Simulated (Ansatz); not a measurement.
This Ansatz (a quantum-chemistry and plane-wave program) input is the reference run, an 8-atom supercell of C in the graphite type structure (space group P6_3/mmc, No. 194; layered, stacked along the Cartesian z axis) at its relaxed geometry, computed with PBE-D3(BJ) (Ansatz), spin-orbit coupling left out, earlier PAW set:

Ansatz 0.2 input:
```yaml
crystal:
  lattice:
    - [3.6974678472, -2.1347340569, 0]
    - [1.2324892824, 2.1347340569, 0]
    - [0, 0, 6.7288610645]
  atoms:
    - { symbol: C, position: [0, 0, 0.25] }
    - { symbol: C, position: [0.5, 0.5, 0.25] }
    - { symbol: C, position: [0, 0, 0.75] }
    - { symbol: C, position: [0.5, 0.5, 0.75] }
    - { symbol: C, position: [0.8333333333, 0.5, 0.25] }
    - { symbol: C, position: [0.3333333333, 0, 0.25] }
    - { symbol: C, position: [0.1666666667, 0.5, 0.75] }
    - { symbol: C, position: [0.6666666667, 0, 0.75] }
basis: { ecutwfc: 420, ecutrho_ratio: 4, xc_grid: 2, fft_grid_basis: typed }
kpoints: { mp_grid: { grid: [6, 10, 4] } }
hamiltonian:
  xc: pbe
  dispersion: d3bj
  pseudopotentials: { azcp: { folder: ./paw }, kind: paw }
scf: { occupations: { method: fermi_dirac, width: 0.05 }, convergence: { dr2_threshold: 0.0000000008 } }
output: { forces: true, stress: true }
checkpoint: { write: state.ck, write_every: 1000 }
```

Write the input for this change: one Li atom is added in an open site, starting 1.81 Å from the nearest host atom, atoms relaxed at fixed cell, starting from a slightly rattled geometry.


Ansatz 0.2 input:
```yaml
crystal:
  lattice:
    - [3.6974678472, -2.1347340569, 0]
    - [1.2324892824, 2.1347340569, 0]
    - [0, 0, 6.7288610645]
  atoms:
    - { symbol: C, position: [-0.0026649023, 0.0057326225, 0.2508442551] }
    - { symbol: C, position: [0.5011216281, 0.5053299672, 0.2510227047] }
    - { symbol: C, position: [-0.0069928412, 0.0093476558, 0.7476105319] }
    - { symbol: C, position: [0.4961630659, 0.4876062036, 0.748746398] }
    - { symbol: C, position: [0.8291873205, 0.4979420836, 0.2452720622] }
    - { symbol: C, position: [0.3373236129, 0.0024401284, 0.2531607103] }
    - { symbol: C, position: [0.1610817527, 0.5016474942, 0.7513416486] }
    - { symbol: C, position: [0.6693665594, -0.0142640375, 0.7479749084] }
    - { symbol: Li, position: [0.1779161079, 0.5014454592, 0.087783015] }
basis: { ecutwfc: 420, ecutrho_ratio: 4, xc_grid: 2, fft_grid_basis: typed }
kpoints: { mp_grid: { grid: [6, 10, 4] } }
hamiltonian:
  xc: pbe
  dispersion: d3bj
  pseudopotentials: { azcp: { folder: ./paw }, kind: paw }
scf: { occupations: { method: fermi_dirac, width: 0.05 }, convergence: { dr2_threshold: 0.0000000009 } }
relax: { f_tol: 0.02, max_steps: 45 }
output: { forces: true, stress: true }
checkpoint: { write: state.ck, write_every: 1000 }
```
This is the input that was run; other choices of cell and start would serve too.

In so small a cell the defect repeats every few ångströms: this is an ordered compound, not a dilute defect. All final runs are without spin polarisation. The defect cell is not spin-polarised.
